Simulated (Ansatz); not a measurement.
System: L1₂ (Cu3Au-type) Ni3Si. Method: LDA (PAW; Ansatz, a first-principles code).

Input file:

Ansatz 0.2 input:
```yaml
crystal:
  lattice:
    - [3.472609423, 0.0, 0.0]
    - [0.0, 3.472609423, 0.0]
    - [0.0, 0.0, 3.472609423]
  atoms:
    - { symbol: Si, position: [0.0, 0.0, 0.0] }
    - { symbol: Ni, position: [0.0, 0.5, 0.5] }
    - { symbol: Ni, position: [0.5, 0.0, 0.5] }
    - { symbol: Ni, position: [0.5, 0.5, 0.0] }
basis:
  ecutwfc: 520
  ecutrho_ratio: 4
  xc_grid: 2
kpoints:
  mp_grid: { grid: [16, 16, 16] }
hamiltonian:
  xc: lda
  dispersion: none
  pseudopotentials: { kind: paw }
scf:
  occupations: { method: fermi_dirac, width: 0.05 }
  convergence: { dr2_threshold: 0.0000000004 }
output:
  forces: true
  stress: true
  eigenvalues: true
```

Question: How many irreducible k-points, plane waves at Γ does the program set up, and what pressure does the run end with?

Answer: 165 irreducible k-points, 1141 plane waves at Γ; P = -9.18 GPa, so the cell is stretched on average and its volume would shrink at this level.

Excerpt of the program's output:

```
Crystal: 4 atoms, lattice volume = 41.876 Å³
Basis set: ecut = 520 eV, 1141 PW (Γ), exchange–correlation on 54×54×54 points (8 copies of the dense FFT grid, shifted against one another)
Bands: 35, of which v1, the nominal top of the filled ones, is band 29 counted from 1 (28 counted from 0)
Symmetry: 48 space group operations
Space group: Pm-3m (ITA 221), of the structure as read, at distance tolerance 3.5e-5 Å
k-points: 165 of 4096
Functional: x = slater, c = lda
SCF iter   1: F=—  HF=-17930.960309 eV  |F-HF|=—  |Δ(HF+E_count)|=         —  Δρ=1.89e-2  dr2=6.01e-2
SCF iter   2: F=—  HF=-17930.945414 eV  |F-HF|=—  |Δ(HF+E_count)|=   1.49e-2  Δρ=4.71e-3  dr2=5.82e-3
  ...
SCF iter   8: F=—  HF=-17930.943578 eV  |F-HF|=—  |Δ(HF+E_count)|=   1.37e-8  Δρ=2.82e-6  dr2=2.36e-9
SCF iter   9: F=-17930.943578 eV  HF=-17930.943578 eV  |F-HF|=4.37e-11  |Δ(HF+E_count)|=   1.10e-9  Δρ=6.51e-7  dr2=1.23e-10
SCF 1 converged in 9 iterations: F = -17930.943578 eV  dr2 = 1.23e-10
SCF converged after 9 iterations
Free energy (F): -17930.943578 eV
Internal energy: -17930.927738 eV  (E = F + TS)
E sigma→0 (E₀):  -17930.935658 eV
Fermi energy:    17.754316 eV
--- Forces (eV/Å), atoms counted from 1 ---
  atom   1  Si    -0.00000000     0.00000000    -0.00000000
  atom   2  Ni     0.00000000    -0.00000000     0.00000000
  atom   3  Ni    -0.00000000    -0.00000000     0.00000000
  atom   4  Ni     0.00000000     0.00000000    -0.00000000
--- Stress (GPa, compression-positive) ---
       -9.181102      -0.000000       0.000000
        0.000000      -9.181102       0.000000
       -0.000000       0.000000      -9.181102
  P = ⅓ Tr σ = -9.1811 GPa (-91.811 kbar)
```

The cell is one volume of an energy–volume scan, off the minimum.

The PAW data were made under PBE.

Computing time: very roughly 15 core-seconds.
